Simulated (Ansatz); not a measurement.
## Parameter sweep on AgPt2 (Fd-3m, 6 atoms in the cell)

```
CELL_PARAMETERS angstrom
      0.00000     3.68467     3.68467
      3.68467     0.00000     3.68467
      3.68467     3.68467     0.00000
ATOMIC_POSITIONS crystal
  Pt 0.12500 0.12500 0.12500
  Pt 0.62500 0.12500 0.12500
  Pt 0.12500 0.62500 0.12500
  Pt 0.12500 0.12500 0.62500
  Ag 0.75000 0.75000 0.75000
  Ag 0.50000 0.50000 0.50000
```

Base run A: Ansatz (a quantum-chemistry and plane-wave program) with LDA (PW92), default PAW files made with PBE, self-consistent single point.

Its settings: kpoints.mp_grid.grid = 5 5 5; hamiltonian.xc = lda; hamiltonian.pseudopotentials = {kind: paw} (the program's default PAW files); scf.occupations.method = cold; scf.occupations.width = 0.272 eV.

The starting cell was generated: these elements placed on a structure prototype, without a prior relaxation; it need not be a known phase or ordering of this composition. Its lattice was rescaled by a random factor within 2.5 % of one. Spin polarisation is off. In the base run, with a pressure of about -4 GPa the cell is away from its equilibrium volume at this level. Ansatz's pressure includes its estimate of the finite-basis (Pulay) stress.

ΔF is the free energy per atom less that of run A. 

Runs:
- B: kpoints.mp_grid.grid: 5 5 5 → 3 3 3; scf.occupations.width: 0.272 eV → 0.03 eV
- C: kpoints.mp_grid.grid: 5 5 5 → 3 3 3; scf.occupations.width: 0.272 eV → 0.1 eV
- D: kpoints.mp_grid.grid: 5 5 5 → 3 3 3; scf.occupations.width: 0.272 eV → 0.3 eV
- E: kpoints.mp_grid.grid: 5 5 5 → 4 4 4; scf.occupations.width: 0.272 eV → 0.03 eV
- F: kpoints.mp_grid.grid: 5 5 5 → 4 4 4; scf.occupations.width: 0.272 eV → 0.1 eV
- G: kpoints.mp_grid.grid: 5 5 5 → 4 4 4; scf.occupations.width: 0.272 eV → 0.3 eV
- H: scf.occupations.width: 0.272 eV → 0.03 eV
- I: scf.occupations.width: 0.272 eV → 0.1 eV
- J: scf.occupations.width: 0.272 eV → 0.3 eV
- K: kpoints.mp_grid.grid: 5 5 5 → 6 6 6; scf.occupations.width: 0.272 eV → 0.03 eV; width narrowed by the program to 0.0207 eV
- L: kpoints.mp_grid.grid: 5 5 5 → 6 6 6; scf.occupations.width: 0.272 eV → 0.1 eV
- M: kpoints.mp_grid.grid: 5 5 5 → 6 6 6; scf.occupations.width: 0.272 eV → 0.3 eV

| run | ΔF (meV/atom) | pressure (GPa) | TS (meV/atom) | k-points |
|---|---|---|---|---|
| A | 0.00 | -4.21 | 9.3 | 10 |
| B | -8.5 | -4.46 | -0.6 | 4 |
| C | -7.3 | -4.46 | -1.7 | 4 |
| D | 1.80 | -4.83 | -29.0 | 4 |
| E | 41.4 | -3.84 | 0.9 | 8 |
| F | 38.9 | -3.86 | 3.8 | 8 |
| G | 40.3 | -4.10 | -13.3 | 8 |
| H | 2.9 | -4.33 | 0.1 | 10 |
| I | 3.0 | -4.35 | 0.2 | 10 |
| J | -1.02 | -4.19 | 11.4 | 10 |
| K | -40.8 | -4.78 | 0.0 | 16 |
| L | -40.7 | -4.78 | 0.2 | 16 |
| M | -41.0 | -4.83 | -4.4 | 16 |

Run D against A: The free energy goes up by 1.8 meV/atom and the pressure goes from -4.21 to -4.83 GPa.

Run M against A: The free energy goes down by 41.0 meV/atom and the pressure goes from -4.21 to -4.83 GPa.

Run L against A: The free energy falls by 40.7 meV/atom and the pressure goes from -4.21 to -4.78 GPa.

Keys are those of Ansatz 0.2.
